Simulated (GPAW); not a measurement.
Band structure of Ta2Si (I4/mcm, 6 atoms in the cell).

```xyz
6
Lattice="-3.0878 3.0878 2.5236 3.0878 -3.0878 2.5236 3.0878 3.0878 -2.5236" Properties=species:S:1:pos:R:3 pbc="T T T"
Ta     2.0775     1.0103     2.5236
Ta     1.0103     2.0775     0.0000
Ta    -1.0103     2.0775     2.5236
Ta     4.0980     1.0103     0.0000
Si     0.0000     0.0000     1.2618
Si     0.0000     0.0000     3.7855
```

Computed with LDA (Perdew-Wang 92), GPAW PAW datasets LDA (gpaw-data 1.0.1) (plane waves; GPAW).

Settings: mode = pw; ecut = 600 eV; xc = LDA; kpts = 7 7 7; mesh shift (steps) = 0 0 0; occupations.name = methfessel-paxton; occupations.width = 0.1 eV; occupations.order = 0; nbands = -10; convergence.forces = 0.001 eV/Å; symmetry.symmorphic = false; symmetry.tolerance = 0.0005; maxiter = 150; bandpath_npoints = 40.

The starting cell comes from a database of computed structures (which also holds hypothetical and non-ambient phases and stackings), without a prior relaxation at this level. Spin-orbit coupling is off. Spin polarisation is off.

Levels in eV from the Fermi level, bands 27 to 34:
```
point     27     28     29     30     31    32    33    34
-----  -----  -----  -----  -----  -----  ----  ----  ----
Γ      -2.39  -1.94   0.18   0.24   0.93  1.29  1.29  1.56
X      -1.85  -1.41  -0.17   0.02   0.10  0.65  1.32  1.78
M      -1.02  -0.98  -0.98  -0.97  -0.24  0.23  0.72  0.72
Z      -1.07  -0.93  -0.93  -0.68  -0.22  0.43  0.43  0.92
P      -1.86  -1.86  -1.06  -1.06   0.75  0.75  1.79  1.79
N      -1.91  -1.91  -1.00  -1.00   0.70  0.70  1.86  1.86
Z1     -1.07  -0.93  -0.93  -0.68  -0.22  0.43  0.43  0.92
```

Bands cross the Fermi level along this path, so the cell is metallic at this level.
